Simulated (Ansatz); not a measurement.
Inside the gap of an insulator the Bloch states are evanescent, with a wavenumber k + iκ along the transport direction.

Consider the following.

```yaml
crystal:
  lattice:
    - [3.19116, 0.00000, 0.00000]
    - [-1.59558, 2.76363, 0.00000]
    - [0.00000, 0.00000, 5.01696]
  atoms:
    - { symbol: Al, position: [0.66667, 0.33333, 0.49929] }
    - { symbol: Al, position: [0.33333, 0.66667, 0.99929] }
    - { symbol: N, position: [0.66667, 0.33333, 0.88071] }
    - { symbol: N, position: [0.33333, 0.66667, 0.38071] }
```

The cell is strained (lengths across the current scaled by 1.02, ions clamped); by r2SCAN it stands under a pressure of -11.6 GPa.

Transport runs along the normal of the first two printed cell vectors, the (001) (indices of the unstrained crystal) plane of the conventional cell.

The gap is the functional's own. No spin-orbit coupling. Mid-gap values are those at the computed energy nearest the middle.

Problem. Estimate the band gap and the smallest decay constant κ at mid-gap that r2SCAN (Ansatz, a quantum-chemistry and plane-wave program) returns for this system.

Solution. Gap 4.28 eV on a 12×12×6 mesh; κ = 0.269 1/Å, at the zone centre.
